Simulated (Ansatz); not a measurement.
ZnF2 under a change: pressure −1 GPa

The reference is ZnF₂ in the rutile structure (space group P4_2/mnm, No. 136; a = 4.7173 Å, c = 3.1285 Å).

The change: a negative pressure, −1 GPa.

All numbers come from Ansatz (an electronic-structure program), PBEsol, PAW, cutoff 420 eV, no spin-orbit coupling. Γ-centred 7×7×11 mesh, Fermi–Dirac width 0.05 eV.

```json
[
 {"quantity": "volume per atom", "base": "11.60 Å³", "changed": "11.71 Å³", "shift": "+0.11 Å³"},
 {"quantity": "density", "base": "4.93 g/cm³", "changed": "4.89 g/cm³", "shift": "-0.046 g/cm³"},
 {"quantity": "shortest interatomic distance", "base": "202.7 pm", "changed": "203.7 pm", "shift": "+1.0 pm"},
 {"quantity": "enthalpy H = E + PV relative to the base's energy", "base": "–", "changed": "-0.07 eV/atom", "shift": "–"},
 {"quantity": "band gap", "base": "3.45 eV", "changed": "3.45 eV", "shift": "0.00 eV"},
 {"quantity": "gap character", "base": "direct at Γ", "changed": "direct at Γ", "shift": "–"},
 {"quantity": "width of the top valence band", "base": "1.21 eV", "changed": "1.16 eV", "shift": "-0.040 eV"},
 {"quantity": "electron mass", "base": "0.40 mₑ along c, 0.44 mₑ across (at Γ)", "changed": "0.40 mₑ along c, 0.44 mₑ across (at Γ)", "shift": "–"},
 {"quantity": "valence-band top at Γ (three highest levels, from the VBM)", "base": "0.00, -0.30, -0.30 eV", "changed": "0.00, -0.27, -0.27 eV", "shift": "–"}
]
```

Load acts through the strain it causes; cell and atoms are relaxed under it. Effective masses come from finite differences of ±0.01 Å⁻¹. Whether these cells are dynamically stable was not tested.
